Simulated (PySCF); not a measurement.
PySCF run on AlAs (F-43m, 2 atoms in the cell): self-consistent single point.

Computed with PBE, Gaussian basis gth-dzvp-molopt-sr, GTH pseudopotentials gth-pbe, FFT density fitting with multigrid in PySCF.

The change in words: lattice scaled by 0.98. Reference geometry:
```yaml
crystal:
  lattice:
    - [0.00000, 2.82712, 2.82712]
    - [2.82712, 0.00000, 2.82712]
    - [2.82712, 2.82712, 0.00000]
  atoms:
    - { symbol: Al, position: [0.00000, 0.00000, 0.00000] }
    - { symbol: As, position: [0.75000, 0.75000, 0.75000] }
```

Reference input (self-consistent single point, DFT PBE, Gaussian basis gth-dzvp-molopt-sr, GTH pseudopotentials gth-pbe, FFT density fitting with multigrid): cell.basis = gth-dzvp-molopt-sr; cell.pseudo = gth-pbe; cell.ke_cutoff = 50 Ha; make_kpts mesh = 10 10 10; mf.xc = PBE; solver class = KRKS; density fitting = multigrid_numint; mf.conv_tol = 1e-08 Ha; mf.max_cycle = 40. This run's input differs from it in these lines:

```diff
@@ -4,8 +4,8 @@
 cell = gto.Cell()
-cell.a = np.array([[0, 2.827116, 2.827116],
-              [2.827116, 0, 2.827116],
-              [2.827116, 2.827116, 0]])
+cell.a = np.array([[0, 2.770574, 2.770574],
+              [2.770574, 0, 2.770574],
+              [2.770574, 2.770574, 0]])
 cell.atom = [
     ('Al', (0, 0, 0)),
-    ('As', (4.240674, 4.240674, 4.240674)),
+    ('As', (4.155861, 4.155861, 4.155861)),
 ]
```

Log, with long lists cut:

```
init E= -8.38360362587978
  HOMO = 0.195079010035  LUMO = 0.259565359149  gap/eV = 1.75476
cycle= 1 E= -8.41059198257584  delta_E= -0.027  |g|= 2.99  |ddm|= 73.1
  HOMO = 0.212874968661  LUMO = 0.257649680559  gap/eV = 1.21838
cycle= 2 E= -8.41194422428413  delta_E= -0.00135  |g|=  2.5  |ddm|= 14.5
  HOMO = 0.203406331831  LUMO = 0.258003799597  gap/eV = 1.48567
cycle= 3 E= -8.41490336233486  delta_E= -0.00296  |g|= 0.0279  |ddm|= 6.52
  HOMO = 0.203694598543  LUMO = 0.258088686862  gap/eV = 1.48014
cycle= 4 E= -8.41490381923124  delta_E= -4.57e-07  |g|= 0.0026  |ddm|= 0.104
  HOMO = 0.203667824568  LUMO = 0.258065876472  gap/eV = 1.48025
cycle= 5 E= -8.41490382353595  delta_E= -4.3e-09  |g|= 5.67e-05  |ddm|= 0.0116
  HOMO = 0.20366733954  LUMO = 0.25806576862  gap/eV = 1.48026
nelec by numeric integration = 8.000000000000007
Extra cycle  E= -8.41490382353643  delta_E= -4.85e-13  |g|= 4.55e-05  |ddm|= 0.000232
converged SCF energy = -8.41490382353643
electrons per cell = 8.000000
highest filled level = 0.203667 Ha, lowest empty level = 0.258066 Ha
```

The run converged in 5 iterations. Against the reference run the free energy rises by 50.6 meV/atom and the gap on the mesh goes from 1.608 to 1.480 eV.

The starting cell comes from a database of computed structures (which also holds hypothetical and non-ambient phases and stackings), without a prior relaxation at this level. Its lattice was rescaled by a random factor within 2.5 % of one. For this run, on top of that: lattice scaled by 0.98. Values carry the incompleteness of an atom-centred basis.

Cost on one core of a shared machine: roughly 5 min.
